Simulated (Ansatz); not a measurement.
Defect migration in 2H silicon carbide: B-vacancy pair (B on one host C site, one C site vacant), charge state +1. The step: one C atom jumps into the vacancy from a nearby C site (B-vacancy distance between ideal sites 3.09 Å throughout); the atom moves 3.10 Å along (1.00, 0.00, 0.00) of the unit cell; the moving atom starts with neighbours 2 Si at 1.87, 2 Si at 1.92 Å and ends with 2 Si at 1.87, 2 Si at 1.92 Å. DFT values are from Ansatz (plane-wave PAW, 420 eV unless said) in a cell of 72 host sites, spin-restricted, static, with no finite-size correction. The host's phase is taken as given; its stability against other phases was not computed. The charge state is imposed; whether it is stable for some Fermi level was not computed. Forms of the defect that were not tried may lie lower. For the PBE band: the saddle point's order was not checked, and it lies on a symmetry element of the cell, where a band can be held.

```json
[
 {"Level": "CHGNet universal potential (has no charge state), its own band", "Forward barrier (eV)": "2.72", "Cost of the band or of the saddle's single point": "-"},
 {"Level": "PBE, the Γ point alone, band relaxed", "Forward barrier (eV)": "4.52", "Cost of the band or of the saddle's single point": "roughly 2.4 core-minutes"},
 {"Level": "PBE, a 2×2×2 k-point mesh shifted by half a step along c, same geometries", "Forward barrier (eV)": "4.86", "Cost of the band or of the saddle's single point": "about 30 core-seconds (a rough figure)"},
 {"Level": "r2SCAN at 500 eV, the Γ point alone, same geometries", "Forward barrier (eV)": "___", "Cost of the band or of the saddle's single point": "around 23 core-seconds (rough)"}
]
```

Question: What belongs in the gaps?

Answer: 
- r2SCAN at 500 eV, the Γ point alone, same geometries, Forward barrier (eV): 5.00

Ansatz is an electronic-structure program.
